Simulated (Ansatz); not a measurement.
Take SiC in the wurtzite structure (space group P6_3mc, No. 186) as the base.

```
CELL_PARAMETERS angstrom
      3.07531     0.00000     0.00000
     -1.53765     2.66329     0.00000
      0.00000     0.00000     5.04816
ATOMIC_POSITIONS crystal
  Si 0.66667 0.33333 0.00050
  Si 0.33333 0.66667 0.50050
  C  0.66667 0.33333 0.62470
  C  0.33333 0.66667 0.12470
```

Cartesian axes are those of the cell as printed.

All numbers come from r2SCAN (Ansatz, a first-principles code, PAW, no spin-orbit coupling).

Base values:

| Item | Value |
|---|---|
| Electron mass | 0.26 mₑ along c, 0.43 mₑ across (at K) |
| Band gap | 2.65 eV |

The change: the cell is stretched by 2.73 % along z with no lateral relaxation, atoms relaxed at fixed cell.

Task: What happens to the electron mass, energy relative to the base and band gap?

Result: The electron mass changes from 0.26 mₑ along c, 0.43 mₑ across (at K) to 0.27 mₑ along z, 0.43 mₑ across (at K); the energy increases by 13 meV/atom; the band gap shrinks by 0.14 eV, from 2.65 eV to 2.51 eV.

The cells carry an imposed strain or load. Masses are band curvatures over ±0.01 Å⁻¹ around the edge. Stability against distortions was not tested.
